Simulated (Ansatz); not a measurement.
We consider MgCO3 (R-3c, No. 167), described by PBEsol (PAW; Ansatz, a quantum-chemistry and plane-wave program).

Run with plane-wave cutoff 520 eV, 10×10×10 k mesh, Fermi–Dirac smearing 0.01 eV, scalar-relativistic PAW data made under PBE.

Cell (measured lattice):

```yaml
crystal:
  lattice:
    - [5.17635, -2.31600, 0.00000]
    - [5.17635, 2.31600, 0.00000]
    - [4.14013, 0.00000, 3.87528]
  atoms:
    - { symbol: Mg, position: [0.00000, 0.00000, 0.00000] }
    - { symbol: Mg, position: [0.50000, 0.50000, 0.50000] }
    - { symbol: C, position: [0.25000, 0.25000, 0.25000] }
    - { symbol: C, position: [0.75000, 0.75000, 0.75000] }
    - { symbol: O, position: [0.52748, 0.97252, 0.25000] }
    - { symbol: O, position: [0.02748, 0.75000, 0.47252] }
    - { symbol: O, position: [0.25000, 0.52748, 0.97252] }
    - { symbol: O, position: [0.47252, 0.02748, 0.75000] }
    - { symbol: O, position: [0.97252, 0.25000, 0.52748] }
    - { symbol: O, position: [0.75000, 0.47252, 0.02748] }
```

Estimate the band gap, smallest direct gap on the k points sampled and Γ–Γ gap that the calculation returns.


* **band gap**: 5.02 eV (indirect)
* **smallest direct gap on the k points sampled**: 5.68 eV
* **Γ–Γ gap**: 5.84 eV

Note: cell and atoms aren't relaxed at this level (pressure 1.2 GPa).
